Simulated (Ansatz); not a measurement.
Strongest site found for several adsorbates on bcc Mo (110).

Computed with PBE (plane waves to 420 eV, PAW; Ansatz, a first-principles code).

Counted are starts at which the adsorbate stayed whole and on top. Thin slabs; no dispersion, zero-point or thermal terms; negative values mean binding.

```
adsorbate, area an adsorbate          reference  bonded to  E_ads (eV)  shortest bond to the host (Å)
----------------------------  -----------------  ---------  ----------  -----------------------------
CO, 28 Å²                                 CO(g)       3 Mo         [?]                           2.03
I, 7 Å²                                 ½ I2(g)         Mo         [?]                           2.89
H, 64 Å²                                ½ H2(g)       3 Mo       -0.73                           1.94
CO, 7 Å²                                  CO(g)         Mo       -1.42                           2.03
Cl, 64 Å²                              ½ Cl2(g)       3 Mo       -2.81                           2.50
Al, 14 Å²                     an atom of fcc Al       4 Mo       -0.65                           2.64
F, 64 Å²                                ½ F2(g)       3 Mo       -3.86                           2.14
Mg, 14 Å²                     an atom of hcp Mg       4 Mo         [?]                           2.84
Br, 7 Å²                               ½ Br2(g)         Mo       -0.34                            [?]
```

Task: Fill in the missing entries.

Result: 
- CO, 28 Å², E_ads (eV): -1.79
- I, 7 Å², E_ads (eV): 1.19
- Mg, 14 Å², E_ads (eV): -0.31
- Br, 7 Å², shortest bond to the host (Å): 2.60
